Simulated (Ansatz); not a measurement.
## A computed series for BN: pressure series

The parent structure is BN in the zinc blende structure (space group F-43m, No. 216; a = 3.624 Å).

Cell and atoms are relaxed at each pressure.

The values are results of PBE (Ansatz, a first-principles code; PAW; 420 eV plane waves; spin-orbit coupling left out), earlier PAW set, not measurements.

Candidates:
(a) pressure 45 GPa
(b) pressure 60 GPa
(c) pressure −2 GPa
(d) pressure 18 GPa

Before the change:

| Property | Value |
|---|---|
| Smallest direct gap | 8.79 eV |

**Question.** Order them by smallest direct gap, highest first.

**Answer.** (b) pressure 60 GPa (9.40 eV), (a) pressure 45 GPa (9.27 eV), (d) pressure 18 GPa (9.00 eV), (c) pressure −2 GPa (8.76 eV)

Load acts through the strain it causes; cell and atoms are relaxed under it. Whether these cells are dynamically stable was not tested. No other phases were tried under pressure.
